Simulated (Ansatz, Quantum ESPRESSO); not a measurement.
One structure in several programs: YbAl2Pd (Cmcm, 8 atoms in the cell)

Self-consistent single point.

```xyz
8
Lattice="2.1427 -4.9815 0.0000 2.1427 4.9815 0.0000 0.0000 0.0000 7.2700" Properties=species:S:1:pos:R:3 pbc="T T T"
Yb     2.1427    -0.6329     5.4525
Yb     2.1427     0.6329     1.8175
Al     2.1427    -3.4707     6.8661
Al     2.1427     3.4707     0.4039
Al     2.1427     3.4707     3.2311
Al     2.1427    -3.4707     4.0389
Pd     2.1427     2.1522     5.4525
Pd     2.1427    -2.1522     1.8175
```

All programs got the same cell, k-point mesh and kind of occupations (in Ansatz's words: kpoints.mp_grid.grid = 5 5 3; scf.occupations.method = gaussian; scf.occupations.width = 0.1 eV); potentials, basis and cutoffs are each program's usual ones.

| code | model | pressure (GPa) | largest force (eV/Å) | cutoff |
|---|---|---|---|---|
| Ansatz | PBEsol, PAW files made with PBE | -3.34 | 0.133 | 420 eV |
| Quantum ESPRESSO | PBEsol, SSSP 1.1.2 efficiency (PBE) pseudopotentials | -3.58 | 0.143 | 60 Ry |

Size of the force on each atom (eV/Å): Sizes of forces hide their directions.

```json
[
 {"code": "Ansatz", "Yb1": "0.057", "Yb2": "0.057", "Al3": "0.115", "Al4": "0.115", "Al5": "0.115", "Al6": "0.115", "Pd7": "0.133", "Pd8": "0.133"},
 {"code": "Quantum ESPRESSO", "Yb1": "0.063", "Yb2": "0.063", "Al3": "0.135", "Al4": "0.135", "Al5": "0.135", "Al6": "0.135", "Pd7": "0.143", "Pd8": "0.143"}
]
```

The spread over the programs that give each value: pressure within 0.24 GPa; largest force within 0.010 eV/Å.

The starting cell comes from a database of computed structures (which also holds hypothetical and non-ambient phases and stackings), without a prior relaxation at this level. On Ansatz's run: Spin-orbit coupling is off. Spin polarisation is off. With a pressure of about -3 GPa the cell is away from its equilibrium volume at this level.

### Question
Why do the programs differ, and what cannot be compared?

### Answer
Differences of this kind can come from the potentials, where these differ, and from what each basis and cutoff leave unconverged. The zero of total energies and Fermi levels follows the potentials and each program's conventions, so they are not compared here. Ansatz's pressure is given at a fixed set of plane waves, as the other plane-wave codes print theirs; with its correction for the finite basis it is -3.30 GPa.

Left out of this page: Elk (not drawn, or without a comparable value); FLEUR (stopped by limits of time or memory).

Ansatz is a quantum-chemistry and plane-wave program.

Keys are those of Ansatz 0.2.
